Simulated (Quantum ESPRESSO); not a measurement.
Quantum ESPRESSO 7.5, DFT, PBE, plane waves, SSSP 1.1.2 efficiency PBE: bcc Fe (Fe8), 8 atoms, spin-polarised from a ferromagnetic start (nspin = 2, starting_magnetization 0.3 on Fe). Basis and mesh were picked for this test and aren't claimed converged.

```
Quantity                                                              Value
---------------------------------  ----------------------------------------
cell                               4.96, 4.96, 4.96 Å; 109.5, 109.5, 109.5°
task                                                                    scf
k mesh                                                                3×3×3
ecutwfc                                                               45 Ry
ecutrho                                                              360 Ry
occupations                                                        smearing
smearing                                                                 mv
degauss                                                             0.02 Ry
conv_thr                                                           8e-09 Ry
tprnfor                                                                true
tstress                                                               false
k-point pools (-nk)                                                       8
diagonalization                                             david (default)
k-points computed (for each spin)                                         4
bands                                                                    77
electrons                                                               128
G-vectors of the density                                              73093
FFT grid                                                           60×60×60
symmetry operations                                                      48
```

One run each.

All on 8 ranks. Base settings, kept where nothing else is said: mixing_mode = plain (default), mixing_beta = 0.7 (default), mixing_ndim = 8 (default). The settings tried:
- mixing_mode = TF
- mixing_mode = TF, mixing_beta = 1
- mixing_mode = local-TF
- mixing_mode = local-TF, mixing_beta = 0.4
- mixing_mode = local-TF, mixing_beta = 0.2
- mixing_beta = 0.1
- mixing_mode = local-TF, mixing_beta = 0.1
- mixing_ndim = 16
- mixing_beta = 0.4
- mixing_mode = TF, mixing_beta = 0.2
- mixing_mode = TF, mixing_beta = 0.4
- mixing_ndim = 2
- mixing_ndim = 4
- mixing_mode = TF, mixing_beta = 0.1
- mixing_beta = 0.2
- the base settings
- mixing_beta = 1

Task: Name the extremes by SCF iterations: fewest, most, and any that don't converge.

Result: Fewest SCF iterations, with those close behind: mixing_mode = TF, mixing_beta = 1 (12); mixing_mode = TF (13); mixing_mode = local-TF (13); mixing_mode = TF, mixing_beta = 0.4 (14); the base settings (15); mixing_ndim = 16 (15). Most among those that reach the base run's result: mixing_beta = 0.1 (50). No convergence: mixing_ndim = 2 (not converged after the 100 iterations allowed).

```tsv
setting	SCF iterations	end
mixing_mode = TF, mixing_beta = 1	12	converged
mixing_mode = TF	13	converged
mixing_mode = local-TF	13	converged
mixing_mode = TF, mixing_beta = 0.4	14	converged
the base settings	15	converged
mixing_ndim = 16	15	converged
mixing_beta = 1	16	converged
mixing_beta = 0.4	17	converged
mixing_ndim = 4	17	converged
mixing_beta = 0.2	18	converged
mixing_mode = TF, mixing_beta = 0.2	19	converged
mixing_mode = local-TF, mixing_beta = 0.4	19	converged
mixing_mode = local-TF, mixing_beta = 0.2	23	converged
mixing_mode = local-TF, mixing_beta = 0.1	33	converged
mixing_mode = TF, mixing_beta = 0.1	39	converged
mixing_beta = 0.1	50	converged
mixing_ndim = 2	100	not converged
```
